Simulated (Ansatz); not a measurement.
Amorphous Al28O44Si, 73 atoms at 3.06 g/cm³, one PBE-relaxed geometry, zone centre. Methods: PBE, scalar-relativistic without spin-orbit coupling (Ansatz, a quantum-chemistry and plane-wave program); r2SCAN, scalar-relativistic without spin-orbit coupling (Ansatz); HSE06, scalar-relativistic without spin-orbit coupling (Ansatz). Plane waves to 420 eV (r2SCAN 500 eV); exact exchange is cut at the cell's faces. At PBE the levels at the filled edge of the gap are localised (band-tail or defect states), and the nearest spread-out levels lie 3.8 eV apart at the zone centre. All rungs ran without spin polarisation.

It comes from a melt-quench run on a machine-learned potential (CHGNet), relaxed afterwards by DFT. O atoms were pushed apart under 1.9 Å during the dynamics, to hinder bonds among them. The hot cell started wider than the set density and was brought back towards it in steps. It is the lowest in DFT energy of 2 quenches. It is a model cell: composition and starting density were chosen by hand, and all elements were melted together. No dispersion term was used. Its density started from a set value of 3.06 and ended at 3.06 g/cm³. The simulated quench (nominally 280 K/ps over its main leg) is rapid and tends to freeze in more defects than a deposited or slowly cooled glass has. A cell of this size samples the disorder only roughly. The volume was held where the preparation left it, at a PBE pressure of -1.1 GPa (tension). Stress components on the final sampling reach 2.4 GPa.

The relaxation ran on the zone centre alone. At PBE the level gap is 3.50 eV on a 2×2×2 Γ-centred mesh, and the spacing at the zone centre alone 3.53 eV.

Q: What zone-centre spacing does r2SCAN give, roughly?

A: 4.19 eV (+0.66 eV against PBE).

Q: What zone-centre spacing does HSE06 give, roughly?

A: 5.25 eV (+1.73 eV against PBE).

The highest filled and the lowest empty state spread over these numbers of atoms (participation numbers): PBE: 5.6 and 65.7; r2SCAN: 5.5 and 65.1; HSE06: 5.7 and 65.2.
